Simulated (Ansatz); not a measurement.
Base system: MoSe2 in the 2H-MoS2 type structure (space group P6_3/mmc, No. 194; layered, stacked along the Cartesian z axis).

```xyz
6
Lattice="3.2278 0.0000 0.0000 -1.6139 2.7954 0.0000 0.0000 0.0000 12.3469" Properties=species:S:1:pos:R:3 pbc="T T T"
Mo     0.0000     1.8636     3.0867
Mo     1.6139     0.9318     9.2602
Se     0.0000     1.8636     7.5897
Se     1.6139     0.9318     1.4163
Se     1.6139     0.9318     4.7572
Se     0.0000     1.8636    10.9307
```

Levels (all Ansatz, an electronic-structure program, PAW): PBEsol-D3(BJ) (420 eV, scalar-relativistic without spin-orbit coupling); HSE06 (420 eV, no spin-orbit coupling).

Its gap is 0.54 eV with PBEsol-D3(BJ) and 1.02 eV with HSE06.

It is then changed as follows: every Mo is replaced by W; the structure is relaxed again.

With PBEsol-D3(BJ) the gap becomes 0.68 eV.

If the HSE06 correction stayed the same, what would the HSE06 gap be, and what does the HSE06 run give?

A rigid correction of +0.48 eV gives 1.16 eV. The HSE06 run gives 1.14 eV, so the two effects roughly add.

Single points use the geometry relaxed with PBEsol-D3(BJ). HSE06 gaps are upper bounds (no full band path). With W present, leaving out spin-orbit coupling can change the band edges. Stability against distortions was not tested.
